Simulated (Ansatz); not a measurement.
We consider L1₀ (CuAu-type) TiAl, described by r²SCANh in Ansatz (plane waves, PAW).

Settings: plane-wave cutoff 520 eV, 10×10×8 k mesh (along the axes of the cell as run), Fermi–Dirac smearing 0.05 eV, no spin polarisation, scalar-relativistic PAW data made under PBE.

Computed at the level's own relaxed cell.

Task: Predict the lattice parameter a (two-atom tetragonal cell) and c axis length (two-atom tetragonal cell).

Result: 
lattice parameter a (two-atom tetragonal cell): 2.804 Å
c axis length (two-atom tetragonal cell): 4.074 Å

Measured, for comparison: lattice constant a 2.826 Å (temperature not stated, not corrected to a static lattice, P4/mmm two-atom cell, a_fct/√2; as tabulated in Zope and Mishin (2003), arXiv:cond-mat/0306298); lattice parameter c 4.077 Å (temperature not stated, not corrected to a static lattice; as tabulated in Zope and Mishin (2003), arXiv:cond-mat/0306298). Computed (rounded) less measured: lattice constant a -0.8 %, lattice parameter c -0.1 %. A static lattice is as a rule a little smaller and stiffer than an uncorrected measurement, which narrows the difference in the lattice constant a and would widen misses of the other sign.

Note: the run has no spin polarisation, so it can have missed a magnetic state.

Computed values are for the static lattice.

Ansatz is a program for electronic structure.
